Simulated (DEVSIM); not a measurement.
Device: GaP n-p junction from an implanted or diffused profile, at 350 K.

```tsv
layer (left to right)	material	thickness (μm)	Na (cm⁻³)	τn (s)	τp (s)
1	GaP	34.0	2.8e14	6.9e-6	2.3e-7
```

Added donor profile: 3.8e18 cm⁻³ × exp(−(x − 0.064 μm)²/(2·(0.14 μm)²)). Left contact: ohmic. Right contact: ohmic. Voltage is applied to the left contact. Recombination: SRH at mid-gap, Auger. Mobility is constant in doping.

The device is made up for the run: typed textbook-type constants, with dimensions and the other settings drawn at random. Values at 300 K; Nc and Nv go as T^1.5, mobilities as T to minus their exponent, the gap by Varshni's rule with the affinity fixed.

```
parameter             GaP
----------------  -------
gap (eV)             2.26
affinity (eV)         3.8
permittivity         11.1
Nc (cm⁻³)          1.8e19
Nv (cm⁻³)          1.9e19
μn (cm²/Vs)           250
μp (cm²/Vs)           150
T exponent of μn      1.6
T exponent of μp     1.98
Cn (cm⁶/s)          1e-30
Cp (cm⁶/s)          1e-30
Varshni α (eV/K)  0.00058
Varshni β (K)         372
```

DEVSIM, 1D drift-diffusion, Boltzmann statistics, complete ionisation; no tunnelling, impact ionisation, image-force lowering or self-heating.

### Question
Tabulate band edges, carrier densities and field at 2.0 V on the left contact.

### Answer
Energies count from the Fermi level of the right contact; mesh points crowd at the junctions.

```
x (μm)   Ec (eV)  Ev (eV)  n (cm⁻³)  p (cm⁻³)  field (V/cm)
-------  -------  -------  --------  --------  ------------
0.000     -1.943   -4.182    3.4e18     < 1e2          -950
0.02362   -1.945   -4.184    3.6e18     < 1e2          -620
0.05679   -1.946   -4.185    3.8e18     < 1e2          -110
0.1007    -1.945   -4.184    3.7e18     < 1e2           560
0.1933    -1.933   -4.173    2.5e18     < 1e2          2000
0.2908    -1.907   -4.146    1.0e18     < 1e2          3500
0.3972    -1.861   -4.100    2.2e17     < 1e2          5200
0.5456    -1.743   -3.982    4.5e15     < 1e2         13000
0.6520    -1.570   -3.810    1.5e13     < 1e2         17000
0.7797    -1.349   -3.588     9.5e9     < 1e2         17000
1.066     -0.877   -3.116      1500     < 1e2         16000
2.069      0.481   -1.758     < 1e2     < 1e2         11000
4.067      1.818   -0.421     < 1e2    2.1e13          2200
8.720      1.897   -0.343     < 1e2    2.8e14           ≈ 0
22.23      1.897   -0.343     < 1e2    2.8e14           ≈ 0
28.80      1.897   -0.343     < 1e2    2.8e14           ≈ 0
31.71      1.897   -0.343     < 1e2    2.8e14           ≈ 0
33.00      1.897   -0.343     < 1e2    2.8e14           ≈ 0
33.67      1.897   -0.343     < 1e2    2.8e14           ≈ 0
33.87      1.897   -0.343     < 1e2    2.8e14           ≈ 0
33.95      1.897   -0.343     < 1e2    2.8e14           ≈ 0
34.00      1.897   -0.343     < 1e2    2.8e14           ≈ 0
```
